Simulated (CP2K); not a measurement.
Band structure of CaGa2 (P6/mmm, 3 atoms in the cell).

```yaml
crystal:
  lattice:
    - [4.23886, 0.00000, 0.00000]
    - [-2.11943, 3.67096, 0.00000]
    - [0.00000, 0.00000, 4.41641]
  atoms:
    - { symbol: Ca, position: [0.00000, 0.00000, 0.00000] }
    - { symbol: Ga, position: [0.33333, 0.66667, 0.50000] }
    - { symbol: Ga, position: [0.66667, 0.33333, 0.50000] }
```

Computed with PBEsol, GPW, TZVP-MOLOPT-SR-GTH basis, GTH-PBE potentials (GTH_POTENTIALS) in CP2K 2026.2.

Settings: CUTOFF = 600 Ry; REL_CUTOFF = 50 Ry; SMEAR/METHOD = FERMI_DIRAC; ELECTRONIC_TEMPERATURE = 1160.45 K; KPOINTS/SCHEME = MONKHORST-PACK 7 7 6; GAMMA_CENTERED = T; XC_FUNCTIONAL = PBE:PBESOL; Ca/BASIS_SET = TZVP-MOLOPT-SR-GTH; Ca/POTENTIAL = GTH-PBE-q10; Ga/BASIS_SET = TZVP-MOLOPT-SR-GTH; Ga/POTENTIAL = GTH-PBE-q13; METHOD = GPW; EPS_DEFAULT = 1e-10; EXTRAPOLATION = USE_GUESS.

The starting cell comes from a database of computed structures (which also holds hypothetical and non-ambient phases and stackings), without a prior relaxation at this level. Values carry the incompleteness of an atom-centred basis. The potentials were made for another functional than the one used.

Levels in eV from the Fermi level, bands 15 to 20:
| point | 15 | 16 | 17 | 18 | 19 | 20 |
|---|---|---|---|---|---|---|
| Γ | -9.36 | -0.59 | 0.08 | 0.08 | 0.77 | 1.40 |
| M | -7.13 | -5.98 | -1.07 | 0.00 | 0.30 | 3.11 |
| K | -6.26 | -6.26 | -3.54 | 0.91 | 0.91 | 3.14 |
| A | -8.71 | -3.90 | 1.03 | 1.03 | 2.06 | 2.08 |
| L | -6.97 | -5.29 | -1.42 | -1.36 | -0.83 | 2.04 |
| H | -6.05 | -6.05 | -2.73 | -0.87 | -0.87 | 2.93 |

Bands cross the Fermi level along this path, so the cell is metallic at this level.

Higher empty bands are left out: an atom-centred basis made for the valence describes them poorly.
